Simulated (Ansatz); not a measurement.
The parent structure is Bi in the diamond structure (space group Fd-3m, No. 227; a = 7.289 Å; a hypothetical phase, not in the database extracts checked).

(Cell as relaxed with PBE.)

Levels (all Ansatz, a quantum-chemistry and plane-wave program, PAW): PBE (420 eV, without spin-orbit coupling); PBEsol (420 eV, no spin-orbit coupling).

Each level relaxes its own structure.

| quantity | PBE | PBEsol |
|---|---|---|
| volume per atom | 48.42 Å³ | 45.97 Å³ |
| lattice parameter a | 13.775 bohr | 13.539 bohr |
| band gap | zero | zero |

PBE's volume per atom lies 2.444 Å³ above PBEsol's (5.3 %); PBE's lattice parameter a lies 0.236 bohr above PBEsol's (1.7 %); the two agree on the band gap. Neither level is exact; PBEsol is the comparison here, not a measurement.

Whether these cells are dynamically stable was not tested.
